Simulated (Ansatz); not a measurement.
**What biaxial strain −1.00 %, plane normal [001], relaxed out of plane does to KF**

Start from KF in the rock salt structure (space group Fm-3m, No. 225; a = 5.307 Å). Axes: x, y, z lie along the cube axes.

It is then changed as follows: compressive biaxial strain of 1.00 % in the plane normal to [001], as in epitaxy on a mismatched substrate; the out-of-plane cell vector and the atoms relax.

Method: PBEsol, PAW, 420 eV (Ansatz, a program for electronic structure; spin-orbit coupling left out). k-mesh 11×11×11 (Γ-centred); smearing 0.05 eV (Fermi–Dirac).

The volume per atom shrinks by 0.29 Å³ to 18.39 Å³ and the space group goes from Fm-3m (No. 225) to I4/mmm (No. 139). The shortest interatomic distance drops by 0.0265 Å to 2.627 Å and the energy increases by 0.9 meV/atom. The pressure (mean of the normal stresses, compression positive) increases by 0.563 GPa (-0.01 GPa → 0.56 GPa) and the band gap goes up by 0.07 eV to 6.22 eV. The gap character remains direct at Γ and the electron mass goes from 0.54 mₑ (at Γ) to 0.53 mₑ (at Γ). The valence-band top at Γ (three highest levels, from the VBM) goes from 0.00, 0.00, 0.00 eV to 0.00, 0.00, -0.02 eV and the out-of-plane strain is +0.43 %. The ratio −ε⊥/ε∥ amounts to 0.43 and the mean in-plane stress (compression positive) is +0.8 GPa.

Masses are band curvatures over ±0.01 Å⁻¹ around the edge. Whether these cells are dynamically stable was not tested. k-point labels follow each cell's own Brillouin zone.
